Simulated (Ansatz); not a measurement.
The parent structure is WC (space group P-6m2, No. 187; a = 2.922 Å, c = 2.846 Å; relaxed with 0.1 eV smearing). Axes: x lies along a and z along c of the hexagonal cell.

All numbers come from PBE (Ansatz, a first-principles code), no SOC.

Now apply this change: biaxial strain +3.00 %, plane normal [001], relaxed out of plane (Cartesian); in-plane vectors clamped, the third vector and the atoms free.

Task: Estimate the effect on the in-plane stress and out-of-plane strain.

Result: The mean in-plane stress (compression positive) is -22.7 GPa; the out-of-plane strain comes out as -1.01 %.

Whether these cells are dynamically stable was not tested. The final runs are not spin-polarised.
